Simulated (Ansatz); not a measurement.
Input and output of a relaxation of cell and atoms for ZrGeS (P4/nmm, 6 atoms in the cell) (Ansatz, a first-principles code).

Level of theory: PBEsol, PAW files made with PBE (plane waves; Ansatz).

```
ZrGeS
1.0
    3.54845     0.00000     0.00000
    0.00000     3.54845     0.00000
    0.00000     0.00000     7.87235
Zr Ge S
2 2 2
Cartesian
  0.00000   1.77422   5.70895
  1.77422   0.00000   2.16340
  1.77422   1.77422   0.00000
  0.00000   0.00000   0.00000
  0.00000   1.77422   2.98016
  1.77422   0.00000   4.89219
```

Reference input (self-consistent single point, DFT, PBEsol, plane waves, PAW files made with PBE): kpoints.mp_grid.grid = 7 7 3; hamiltonian.xc = pbesol; hamiltonian.pseudopotentials = {kind: paw} (an earlier, softer set of the program's PAW files); scf.occupations.method = fermi_dirac; scf.occupations.width = 0.136 eV. This run's input differs from it in these lines:

```diff
@@ -20,2 +20,4 @@
   occupations: { method: fermi_dirac, width: 0.136 }
+relax:
+  cell: {}
 output:
```

Log, with long lists cut:

```
   [... SCF lines of the steps left out ...]
relax step   1: F+E_penalty+E_count = -18541.69553541 eV  Δ(F+E_penalty+E_count) = +0.000e0 eV  max|allowed force component| = 3.184e-1 eV/Å  Δτ_max = 0.0000 Å  P = +6.779 GPa  Ω = 99.125 Å³  (9 SCF iters, dr2 threshold 1.00e-7 eV, accepted)
relax step   2: F+E_penalty+E_count = -18541.66128719 eV  Δ(F+E_penalty+E_count) = +3.425e-2 eV  max|allowed force component| = 5.969e-1 eV/Å  Δτ_max = 0.0536 Å  P = -4.746 GPa  Ω = 107.958 Å³  energy of the carried Pulay correction = -1.601e-3 eV  [...]
   [... lines left out ...]
relax step   5: F+E_penalty+E_count = -18541.79495849 eV  Δ(F+E_penalty+E_count) = -8.908e-4 eV  max|allowed force component| = 6.850e-4 eV/Å  Δτ_max = 0.0045 Å  P = -0.014 GPa  Ω = 103.761 Å³  energy of the carried Pulay correction = -8.577e-4 eV  [...]
relax step   6: F+E_penalty+E_count = -18541.79586078 eV  Δ(F+E_penalty+E_count) = -9.023e-4 eV  max|allowed force component| = 7.105e-4 eV/Å  Δτ_max = 0.0000 Å  P = -0.010 GPa  Ω = 103.761 Å³  stress off target by 2.29e-2 GPa  SCF on the basis [...]
basis re-selected at this cell: Δ(F+E_penalty+E_count) = -9.023e-4 eV, ΔP = +0.003 GPa vs the last step
the relaxation is at rest under the 16 symmetry operations that the run kept from its start: a minimum is not shown …
Free energy (F): -18541.795861 eV
Internal energy: -18541.711455 eV  (E = F + TS)
E sigma→0 (E₀):  -18541.753658 eV
Entropy (-TS):   -0.084406 eV (-14.068 meV/atom)
Fermi energy:    13.865993 eV
--- Forces (eV/Å), atoms counted from 1 ---
  atom   1  Zr     0.00000000     0.00000000     0.00071051
   [... lines left out ...]
  cell:  # Å, volume = 103.7613 Å³
   [... lines left out ...]
    - { symbol: Ge, position: [0.49999999999999994, 0.49999999999999994, -6.85005514144918e-34] }
    - { symbol: Ge, position: [2.1907976647375788e-36, 5.65367139287117e-37, 9.785793059213115e-35] }
    - { symbol: S, position: [1.3427469558069035e-36, 0.49999999999999994, 0.3800297520230044] }
    - { symbol: S, position: [0.49999999999999994, -1.554759633039572e-36, 0.6199702479769956] }
```

The run converged. 

Summary of the result:
- Free energy E − TS (on the zero of these files) = -18541.7959 eV
- Fermi level (on the code's own zero) = 13.87 eV
- Pressure = -0.01 GPa
- Final cell = a = 3.601 Å, b = 3.601 Å, c = 8.000 Å, α = 90.00°, β = 90.00°, γ = 90.00°
- Final volume per atom = 17.29 Å³
- Relaxation steps = 6

The starting cell comes from a database of computed structures (which also holds hypothetical and non-ambient phases and stackings), without a prior relaxation at this level. Its lattice was rescaled by a random factor within 2.5 % of one. The relaxation keeps the symmetry of its start, so its end need not be a minimum. Ansatz's pressure includes its estimate of the finite-basis (Pulay) stress.

Keys are those of Ansatz 0.2.
